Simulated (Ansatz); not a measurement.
# Mg on the 1x1 (110) surface of bcc W, one in a 2x2 cell, started at the site 'hollow W-W-W'

The numbers are results of PBE (plane waves to 420 eV, PAW; Ansatz, a program for electronic structure), not measurements.

Set-up: 17 atoms, 6.6 Å thick at the start under the adsorbate (thin: gaps and levels are the slab's own); mesh 6x6x1; 0.1 eV smearing; dipole correction on; 8 atoms held, the rest relaxed; start symmetry kept, larger cells not searched; no spin, no spin-orbit, no U, no dispersion correction. At the end it is bonded to 4 W. In PBE it is, or lies within 0.03 eV of, the lowest of the starts that converged.

```
Property                                                                                                                                          Value
--------------------------------------------------------------------------------------  ---------------------------------------------------------------
adsorption energy against an atom of hcp Mg                                                                                                    -0.38 eV
work function of the top face                                                                                                                   3.05 eV
change of the work function                                                                                                                    -1.77 eV
change of the step from the bottom to the top vacuum level, against the clean slab                                                             -1.75 eV
energy released by relaxation                                                                                                                   0.27 eV
height of the binding atom over the mean of the host atoms within 0.3 Å of the top one                                                          2.237 Å
nearest host atoms of the binding atom                                                                            W at 2.79 Å, W at 2.79 Å, W at 3.13 Å
largest move of a host atom                                                                                                                      0.06 Å
note                                                                                    in the relaxation the adsorbate left its starting site by 0.6 Å
cost                                                                                                                            roughly 12 core-minutes
```

A negative adsorption energy means that the adsorbate is more stable on the surface than in its reference.
